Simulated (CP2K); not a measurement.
Band structure of As₂Ru (Pnnm, 6 atoms in the cell).

```xyz
6
Lattice="5.4356 0.0000 0.0000 0.0000 6.2059 0.0000 0.0000 0.0000 3.0011" Properties=species:S:1:pos:R:3 pbc="T T T"
As     1.7895     5.3765     1.5006
As     3.6461     0.8294     1.5006
As     4.5073     3.9324     0.0000
As     0.9283     2.2735     0.0000
Ru     2.7178     3.1030     1.5006
Ru     0.0000     0.0000     0.0000
```

Method: LDA (Pade form), GPW, DZVP-MOLOPT-SR-GTH basis, GTH-PADE potentials (GTH_POTENTIALS) (CP2K).

Settings: CUTOFF = 500 Ry; REL_CUTOFF = 50 Ry; SMEAR/METHOD = FERMI_DIRAC; ELECTRONIC_TEMPERATURE = 116.05 K; KPOINTS/SCHEME = MONKHORST-PACK 3 3 6; GAMMA_CENTERED = T; XC_FUNCTIONAL = PADE; As/BASIS_SET = DZVP-MOLOPT-SR-GTH; As/POTENTIAL = GTH-PADE-q5; Ru/BASIS_SET = DZVP-MOLOPT-SR-GTH; Ru/POTENTIAL = GTH-PADE-q16; METHOD = GPW; EPS_DEFAULT = 1e-11; EXTRAPOLATION = USE_GUESS.

The starting cell comes from a database of computed structures (which also holds hypothetical and non-ambient phases and stackings), without a prior relaxation at this level. Values carry the incompleteness of an atom-centred basis.

Q: Predict the gap along the standard path and the places of the band edges.

A: The gap along the path is 0.51 eV, from a point between Z and U to a point between Γ and X; the smallest direct gap on it is 1.03 eV.

Levels in eV from the top of the valence band on the SCF mesh, bands 23 to 27:
```csv
point,23,24,25,26,27
Γ,-0.90,-0.40,-0.32,-0.16,2.00
X,-0.98,-0.98,-0.48,-0.48,1.16
S,-1.50,-1.50,-0.84,-0.84,1.70
Y,-0.73,-0.73,-0.34,-0.34,3.57
Z,-0.41,-0.41,-0.26,-0.26,3.03
U,-1.48,-1.48,-0.06,-0.06,1.15
R,-1.26,-1.26,-0.03,-0.03,1.26
T,-0.56,-0.56,-0.23,-0.23,2.08
```

Higher empty bands are left out: an atom-centred basis made for the valence describes them poorly.
